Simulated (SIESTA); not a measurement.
```
CELL_PARAMETERS angstrom
      3.60943     0.00000     0.00000
     -1.80472     3.12586     0.00000
      0.00000     0.00000     3.66107
ATOMIC_POSITIONS crystal
  Zr 0.00000 0.00000 0.00000
  Se 0.33333 0.66667 0.50000
```

Level of theory: GGA PBEsol+U, numerical atomic orbitals DZP, PseudoDojo PBEsol standard norm-conserving potentials (rewritten from UPF to PSML) (SIESTA).

The set-up and first iterations of a SIESTA log for ZrSe (P-6m2, 2 atoms in the cell):

```
reinit: Reading from file input.fdf

reinit: System Name: ZrSe
reinit: System Label: ZrSe

coor:   Atomic-coordinates input format  =     Fractional

siesta: Atomic coordinates (Bohr) and species
siesta:      0.00000   0.00000   0.00000  1        1
siesta:     -0.00000   3.93801   3.45921  2        2

siesta: System type = bulk

initatomlists: Number of atoms, orbitals, and projectors:      2    37    36

siesta: ******************** Simulation parameters ****************************
redata: Spin configuration                          = none
redata: Time-Reversal Symmetry                      = T
redata: Number of Atomic Species                    =        2
redata: Mesh Cutoff                                 =   400.0000 Ry
redata: Net charge of the system                    =     0.0000 |e|
redata: Min. number of SCF Iter                     =        0
redata: Max. number of SCF Iter                     =      150
   [... lines left out ...]
diag: Orthogonalization factor                      =  0.100E-05
diag: Memory factor                                 =  1.0000

superc: Internal auxiliary supercell:     9 x     9 x     5  =     405
superc: Number of atoms, orbitals, and projectors:    810  14985  14580

                        Single-point calculation

superc: Internal auxiliary supercell:     9 x     9 x     5  =     405
superc: Number of atoms, orbitals, and projectors:    810  14985  14580

outcell: Unit cell vectors (Ang):
        3.609431    0.000000    0.000000
       -1.804715    3.125859    0.000000
        0.000000    0.000000    3.661066

outcell: Cell vector modules (Ang)   :    3.609431    3.609431    3.661066
outcell: Cell angles (23,13,12) (deg):     90.0000     90.0000    120.0000
outcell: Cell volume (Ang**3)        :     41.3062
new_DM -- step:     1
Initializing Density Matrix...

Attempting to read DM from file... Failed...
DM filled with atomic data:

InitMesh: MESH = 40 x 40 x 48 = 76800
InitMesh: Mesh cutoff (required, used) =   400.000   452.567 Ry
hubbard_term: recalculating local occupations    1
hubbard_term: maximum change in local occup.    0.233658
hubbard_term: recalculating Hamiltonian

stepf: Fermi-Dirac step function
hubbard_term: recalculating local occupations    1
hubbard_term: maximum change in local occup.    0.077912
hubbard_term: recalculating Hamiltonian
        iscf     Eharris(eV)        E_KS(eV)     FreeEng(eV)     dDmax    Ef(eV) dHmax(eV)
   scf:    1    -4656.057325    -4665.630436    -4665.648426  1.456691 -2.218404  4.921740
   scf:    2    -4666.791387    -4666.323996    -4666.343483  0.113211 -2.563966  2.822331
   scf:    3    -4666.888224    -4666.757989    -4666.779249  0.151122 -3.055544  0.828850
   scf:    4    -4666.756644    -4666.749421    -4666.770262  0.031106 -3.120534  0.245318
   scf:    5    -4666.778130    -4666.778074    -4666.799120  0.019231 -3.192483  0.108817
hubbard_term: recalculating local occupations    2
hubbard_term: maximum change in local occup.    0.069978
hubbard_term: recalculating Hamiltonian
   scf:    6    -4666.535315    -4666.533007    -4666.553417  0.008316 -3.201950  0.488300
hubbard_term: recalculating local occupations    3
hubbard_term: maximum change in local occup.    0.000187
   scf:    7    -4666.532572    -4666.532656    -4666.553099  0.000656 -3.201472  0.486562
hubbard_term: recalculating local occupations    4
hubbard_term: maximum change in local occup.    0.000719
   scf:    8    -4666.531388    -4666.531716    -4666.552263  0.001670 -3.200037  0.481689
hubbard_term: recalculating local occupations    5
hubbard_term: maximum change in local occup.    0.000742
   scf:    9    -4666.531712    -4666.531794    -4666.552347  0.000159 -3.199457  0.482981
hubbard_term: recalculating local occupations    6
hubbard_term: maximum change in local occup.    0.001135
   [... lines left out ...]
```

Problem. Will this run converge, and how will it end?

Solution. The run converged in 83 iterations. Convergence of the loop says nothing yet on basis, mesh or lower states. It ends on: free energy E − TS -4666.5875 eV; Fermi level (on the code's own zero) -3.45 eV; pressure 13.82 GPa; Hubbard energy 6.851 eV. The log goes on:

```
hubbard_term: recalculating Hamiltonian
   scf:   59    -4666.572240    -4666.571829    -4666.586038  0.006398 -3.460390  0.033030
   [... lines left out ...]
   scf:   80    -4666.573834    -4666.573833    -4666.586561  0.000035 -3.452483  0.000512
hubbard_term: recalculating local occupations   64
hubbard_term: maximum change in local occup.    0.000769
   scf:   81    -4666.573789    -4666.573787    -4666.586512  0.000117 -3.452481  0.000395
hubbard_term: recalculating local occupations   65
hubbard_term: maximum change in local occup.    0.000777
   scf:   82    -4666.573779    -4666.573778    -4666.586503  0.000024 -3.452486  0.000296
hubbard_term: recalculating local occupations   66
hubbard_term: maximum change in local occup.    0.000780
   scf:   83    -4666.573775    -4666.573775    -4666.586499  0.000009 -3.452490  0.000221
SCF Convergence by DM+H criterion
max |DM_out - DM_in|         :     0.0000094449
max |H_out - H_in|      (eV) :     0.0002212499
DFT+U population converged by dTol_pop criteria:
max |pop(DFT+U)_i - pop(DFT+U)_j|:     0.0007800936
SCF cycle converged after 83 iterations

Using DM_out to compute the final energy and forces
hubbard_term: recalculating local occupations   67
hubbard_term: maximum change in local occup.    0.000780
hubbard_term: recalculating Hamiltonian and forces

siesta: E_KS(eV) =            -4666.5748

siesta: E_KS - E_eggbox =     -4666.5748

siesta: Atomic forces (eV/Ang):
     1    0.000011   -0.000007   -0.000000
     2   -0.000009    0.000006    0.000000
   Tot    0.000001   -0.000001    0.000000
   Max    0.000011
   Res    0.000007    sqrt( Sum f_i^2 / 3N )
   Max    0.000011    constrained

Stress tensor Voigt[x,y,z,yz,xz,xy] (kbar):     -131.97     -131.64     -150.94       -0.00       -0.00        0.29
   [... lines left out ...]
siesta: FreeEng =     -4666.587525
siesta: Cell volume =         41.306242 Ang**3
siesta:         138.18434631        138.18416834  kBar
   [... lines left out ...]
               3dxy    3dyz    3dz2    3dxz    3dx2-y2 4dxy    4dyz    4dz2
               4dxz    4dx2-y2
   2 16.336   1.656   0.086   1.372   1.305   1.372   0.065   0.126   0.065
              2.002   2.001   2.003   2.001   2.002   0.044   0.068   0.054

              0.068   0.044

mulliken: Qtot =       28.000

Mulliken Atomic Populations:
Atom #   charge [q] valence [e]  Species
     1     0.335714   11.664286  Zr
     2    -0.335714   16.335714  Se
 Total    -0.000000
```

For comparison: a first run (DFT, GGA PBEsol, numerical atomic orbitals DZP, PseudoDojo PBEsol standard norm-conserving potentials (rewritten from UPF to PSML)) was changed to give this one (DFTU.ProjectorGenerationMethod: default → 2; DFTU.CutoffNorm: default → 0.9; DFTU.FirstIteration: default → true; DFTU.proj: default → [Zr 1, n=4 2, 7.00 0.00, 0.00 0.00]), and from it to this one the pressure goes from -3.81 to 13.82 GPa.

The starting cell comes from a database of computed structures (which also holds hypothetical and non-ambient phases and stackings), without a prior relaxation at this level. Its lattice was rescaled by a random factor within 2.5 % of one. Spin polarisation is off. The U value is a test value, and with U on an open shell several self-consistent states can exist. Values carry the incompleteness of an atom-centred basis. With a pressure of about 14 GPa the cell is away from its equilibrium volume at this level.

The run was DFT, GGA PBEsol+U, numerical atomic orbitals DZP, PseudoDojo PBEsol standard norm-conserving potentials (rewritten from UPF to PSML). Main settings of its input:

XC.functional: GGA
XC.authors: PBEsol
potentials: PseudoDojo PBEsol standard
PAO.BasisSize: DZP
PAO.EnergyShift: 0.005 Ry
MeshCutoff: 400 Ry
kgrid.MonkhorstPack: 7 7 6
OccupationFunction: FD
ElectronicTemperature: 0.136 eV
DFTU.ProjectorGenerationMethod: 2
DFTU.CutoffNorm: 0.9
DFTU.FirstIteration: true
